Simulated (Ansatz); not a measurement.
# Pressure series in PbSe

Take PbSe in the rock salt structure (space group Fm-3m, No. 225; a = 6.218 Å) as the base.

Cell and atoms are relaxed at each pressure.

Level of theory: PBE, PAW, 420 eV (Ansatz, an electronic-structure program; no SOC).

Candidates:
(a) pressure 0.9 GPa
(b) pressure 2.1 GPa
(c) pressure −1 GPa
(d) pressure −2 GPa
(e) pressure 4.5 GPa

Base values:

- Band gap = 0.43 eV

Problem. Order them by band gap, highest first.

Solution. (d) pressure −2 GPa (0.56 eV), (c) pressure −1 GPa (0.50 eV), (a) pressure 0.9 GPa (0.38 eV), (b) pressure 2.1 GPa (0.30 eV), (e) pressure 4.5 GPa (0.17 eV)

Spin-orbit coupling, missing from the scalar runs, can matter with Pb. Load acts through the strain it causes; cell and atoms are relaxed under it. No phonon test of stability was made. The zero or small gap of PbSe under pressure 4.5 GPa can change with the level of theory.
